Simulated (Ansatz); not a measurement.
TaAs (space group I4_1md, No. 109)

```cif
data_As4Ta4
_chemical_formula_sum 'Ta4 As4'
_space_group_name_H-M_alt 'I41md'
_space_group_IT_number 109
_space_group_name_Hall 'I 4bw -2'
_cell_length_a 3.42879
_cell_length_b 3.42879
_cell_length_c 11.58153
_cell_angle_alpha 90.000
_cell_angle_beta 90.000
_cell_angle_gamma 90.000
loop_
_atom_site_label
_atom_site_type_symbol
_atom_site_symmetry_multiplicity
_atom_site_Wyckoff_symbol
_atom_site_fract_x
_atom_site_fract_y
_atom_site_fract_z
_atom_site_occupancy
Ta1 Ta 4 a 0.00000 0.00000 0.74899 1
As1 As 4 a 0.00000 0.00000 0.16701 1
```
(The calculation used a cell of 4 atoms; values per cell refer to that cell.)

The values are results of plane-wave PAW DFT at the PBEsol level (Ansatz, a program for electronic structure, 420 eV), spin-orbit coupling left out, not measurements. k-mesh 19×19×19 (Γ-centred); smearing 0.05 eV (Fermi–Dirac).

| Item | Value |
|---|---|
| Volume per atom | 17.02 Å³ |
| Density | 12.48 g/cm³ |
| Band gap | zero |
| Total energy | -7310.375 eV/atom (σ→0; compares only within this code and set-up) |

With Ta present, leaving out spin-orbit coupling can change the band edges. Whether these cells are dynamically stable was not tested. The final runs are not spin-polarised. The zero or small gap of TaAs can change with the level of theory.
